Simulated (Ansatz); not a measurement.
Ansatz (a quantum-chemistry and plane-wave program) run on Bi₂Te₂Se (R-3m, 5 atoms in the cell): relaxation of cell and atoms.

Level of theory: LDA (PW92), default PAW files made with PBE (plane waves; Ansatz).

The change in words: atoms on their sites; basis.ecutwfc: 420 eV → 210 eV; relax: default → cell and atoms. Reference geometry:
```
Bi2Te2Se
1.0
    2.16745     1.25138    10.61733
   -2.16745     1.25138    10.61733
    0.00000    -2.50276    10.61733
Bi Te Se
2 2 1
Direct
  0.60985   0.60985   0.60985
  0.39172   0.39172   0.39172
  0.21960   0.21960   0.21960
  0.78040   0.78040   0.78040
  0.00000   0.00000   0.00000
```

Reference input (self-consistent single point, DFT, LDA (PW92), plane waves, default PAW files made with PBE): basis.ecutwfc = 420 eV; kpoints.mp_grid.grid = 3 3 3; hamiltonian.xc = lda; hamiltonian.pseudopotentials = {kind: paw} (the program's default PAW files); scf.occupations.method = fixed. This run's input differs from it in these lines:

Ansatz 0.2 input:
```diff
@@ -6,3 +6,3 @@
   atoms:
-    - { symbol: Bi, position: [0.609853, 0.609853, 0.609853] }
+    - { symbol: Bi, position: [0.608283, 0.608283, 0.608283] }
     - { symbol: Bi, position: [0.391717, 0.391717, 0.391717] }
@@ -12,3 +12,3 @@
 basis:
-  ecutwfc: 420.0
+  ecutwfc: 210.0
 kpoints:
@@ -20,2 +20,4 @@
   occupations: { method: fixed }
+relax:
+  cell: {}
 output:
```

Log, with long lists cut:

```
   [... SCF lines of the steps left out ...]
relax step   1: F+E_penalty+E_count = -43187.37092898 eV  Δ(F+E_penalty+E_count) = +0.000e0 eV  max|allowed force component| = 2.371e-1 eV/Å  Δτ_max = 0.0000 Å  P = -1.639 GPa  Ω = 172.785 Å³  (8 SCF iters, dr2 threshold 1.00e-7 eV, accepted)
relax step   2: F+E_penalty+E_count = -43192.81963384 eV  Δ(F+E_penalty+E_count) = -5.449e0 eV  max|allowed force component| = 2.795e-1 eV/Å  Δτ_max = 0.0090 Å  P = +27.126 GPa  Ω = 164.769 Å³  energy of the carried Pulay correction = +6.517e0 eV  [...]
   [... lines left out ...]
relax step 120: F+E_penalty+E_count = -43187.58899243 eV  Δ(F+E_penalty+E_count) = -8.304e-2 eV  max|allowed force component| = 2.156e-3 eV/Å  Δτ_max = 0.0016 Å  P = -0.003 GPa  Ω = 163.702 Å³  energy of the carried Pulay correction = +8.279e-2 eV  [...]
relax step 121: F+E_penalty+E_count = -43187.58899243 eV  Δ(F+E_penalty+E_count) = +2.183e-11 eV  max|allowed force component| = 2.156e-3 eV/Å  Δτ_max = 0.0000 Å  P = -0.516 GPa  Ω = 163.702 Å³  stress off target by 9.33e-1 GPa  SCF on the basis [...]
basis re-selected at this cell: Δ(F+E_penalty+E_count) = +2.183e-11 eV, ΔP = -0.513 GPa vs the last step
   [... lines left out ...]
Free energy (F): -43187.588992 eV
Fermi energy:    8.446228 eV
Error: variable-cell relaxation did not converge after 121 `relax_step` rows, as none of its last 30 fresh-basis SCF(s) at a relaxed cell met both thresholds with a finite energy. The last misses `relax.cell.stress_tol`: largest allowed force component 2.16e-3 eV/Å (`relax.f_tol` 1.00e-2 eV/Å), stress off the target on the free part of the cell 9.33e-1 GPa (`relax.cell.stress_tol` 5.00e-2 GPa), F+E_penalty+E_count -43187.58899243 eV. The closest is row 112, whose structure comes with this error. Larger ratio of force or stress to its threshold at each such SCF whose figures are numbers: 25.623, 35.495, 41.751, 33.316, 41.077, 44.082, 53.397, 54.592, 42.042, 34.166, 22.957, 24.597, [...]
   [... lines left out ...]
to start a new deck from the relaxed geometry:
  cell:  # Å, volume = 164.0236 Å³
    - [2.17239850886628, 1.2542350213773286, 10.033134779983149]
    - [-2.17239850886628, 1.2542350213773286, 10.033134779983149]
    - [6.064576377363945e-32, -2.5084695702659316, 10.03313483904862]
  atoms:
    - { symbol: Bi, position: [0.6066077280052887, 0.6066077280052887, 0.6066077280052888] }
    - { symbol: Bi, position: [0.39339227199471083, 0.39339227199471083, 0.3933922719947109] }
    - { symbol: Te, position: [0.2162636764942338, 0.2162636764942338, 0.21626367649423386] }
    - { symbol: Te, position: [0.7837363235057664, 0.7837363235057664, 0.7837363235057665] }
    - { symbol: Se, position: [-2.0031812743470733e-19, -2.0031812743470186e-19, -2.0031818357608554e-19] }
```

The relaxation ended unconverged. 

The starting cell comes from a database of computed structures (which also holds hypothetical and non-ambient phases and stackings), without a prior relaxation at this level. Its lattice was rescaled by up to half a per cent. The cutoff lies below the one recommended for these files.

Cost on one core of a shared machine: roughly 3 min.
